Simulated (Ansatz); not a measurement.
Ansatz (a quantum-chemistry and plane-wave program) run on Bi₂PdPt (P3m1, 4 atoms in the cell): self-consistent single point.

Method of the run: LDA (PW92), default PAW files made with PBE (plane waves; Ansatz).

```yaml
crystal:
  lattice:
    - [4.30734, 0.00000, 0.00000]
    - [-2.15367, 3.73027, 0.00000]
    - [0.00000, 0.00000, 5.59778]
  atoms:
    - { symbol: Bi, position: [0.33333, 0.66667, 0.25381] }
    - { symbol: Bi, position: [0.66667, 0.33333, 0.75512] }
    - { symbol: Pd, position: [0.00000, 0.00000, 0.50000] }
    - { symbol: Pt, position: [0.00000, 0.00000, 0.00000] }
```

Reference input (self-consistent single point, DFT, LDA (PW92), plane waves, default PAW files made with PBE): basis.ecutwfc = 420 eV; kpoints.mp_grid.grid = 9 9 6; hamiltonian.xc = lda; hamiltonian.pseudopotentials = {kind: paw} (the program's default PAW files); scf.occupations.method = fermi_dirac; scf.occupations.width = 0.1 eV. This run's input differs from it in these lines:

Ansatz 0.2 input:
```diff
@@ -13,3 +13,3 @@
 kpoints:
-  mp_grid: { grid: [9, 9, 6] }
+  mp_grid: { grid: [8, 8, 6] }
 hamiltonian:
@@ -18,3 +18,3 @@
 scf:
-  occupations: { method: fermi_dirac, width: 0.1 }
+  occupations: { method: fermi_dirac, width: 0.05 }
 output:
```

Output, abridged:

```
SCF iter   1: F=—  HF=-43262.496878 eV  |F-HF|=—  |Δ(HF+E_count)|=         —  Δρ=8.34e-3  dr2=6.28e-2  ethr=1.77e-3  ⟨swp⟩=6.7  Hψ=8107  notcnv=0  defer=8
all-band conjugate gradients solve this SCF's bands
preconditioner: auto → LDOS
SCF iter   2: F=—  HF=-43262.492593 eV  |F-HF|=—  |Δ(HF+E_count)|=   4.29e-3  Δρ=5.36e-3  dr2=2.33e-2  ethr=9.52e-5  ⟨swp⟩=2.0  Hψ=4071  notcnv=0  defer=79
SCF iter   3: F=—  HF=-43262.486352 eV  |F-HF|=—  |Δ(HF+E_count)|=   6.24e-3  Δρ=9.91e-4  dr2=8.01e-4  ethr=3.52e-5  ⟨swp⟩=2.0  Hψ=3611  notcnv=0  defer=79
SCF iter   4: F=—  HF=-43262.486185 eV  |F-HF|=—  |Δ(HF+E_count)|=   1.68e-4  Δρ=1.28e-4  dr2=1.86e-5  ethr=1.21e-6  ⟨swp⟩=2.2  Hψ=2743  notcnv=0  defer=79
SCF iter   5: F=—  HF=-43262.486183 eV  |F-HF|=—  |Δ(HF+E_count)|=   1.96e-6  Δρ=3.95e-5  dr2=1.41e-6  ethr=2.82e-8  ⟨swp⟩=2.0  Hψ=3140  notcnv=0  defer=79
SCF iter   6: F=-43262.486182 eV  HF=-43262.486182 eV  |F-HF|=8.27e-9  |Δ(HF+E_count)|=   3.92e-7  Δρ=7.51e-6  dr2=2.35e-8  ethr=1.52e-10  ⟨swp⟩=7.7  Hψ=10330  notcnv=0
SCF 1 converged in 6 iterations: F = -43262.486182 eV  dr2 = 2.35e-8
Free energy (F): -43262.486182 eV
Internal energy: -43262.471649 eV  (E = F + TS)
E sigma→0 (E₀):  -43262.478916 eV
Entropy (-TS):   -0.014534 eV (-3.633 meV/atom)
Fermi energy:    14.943429 eV
--- Forces (eV/Å), atoms counted from 1 ---
  atom   1  Bi     0.00000000    -0.00000000    -0.19969128
  atom   2  Bi    -0.00000000     0.00000000     0.08144112
  atom   3  Pd     0.00000000    -0.00000000     0.04706690
  atom   4  Pt     0.00000000     0.00000000     0.07117360
--- Stress (GPa, compression-positive) ---
       -3.216270      -0.000000       0.000000
       -0.000000      -3.216270      -0.000000
        0.000000      -0.000000      -4.358463
  P = ⅓ Tr σ = -3.5970 GPa (-35.970 kbar)
  The stress holds the Pulay correction. Without it, at fixed plane waves, as pw.x and ABINIT print it: P = -3.6328 GPa
```

The run converged in 6 iterations. Against the reference run the free energy goes up by 3.1 meV/atom, the pressure goes from -3.48 to -3.60 GPa and the largest force goes from 0.207 to 0.200 eV/Å.

The starting cell comes from a database of computed structures (which also holds hypothetical and non-ambient phases and stackings), without a prior relaxation at this level. Its lattice was rescaled by up to half a per cent. One atom was moved a little off its site on purpose. Spin-orbit coupling is off. Spin polarisation is off. With a pressure of about -4 GPa the cell is away from its equilibrium volume at this level. Ansatz's pressure includes its estimate of the finite-basis (Pulay) stress.
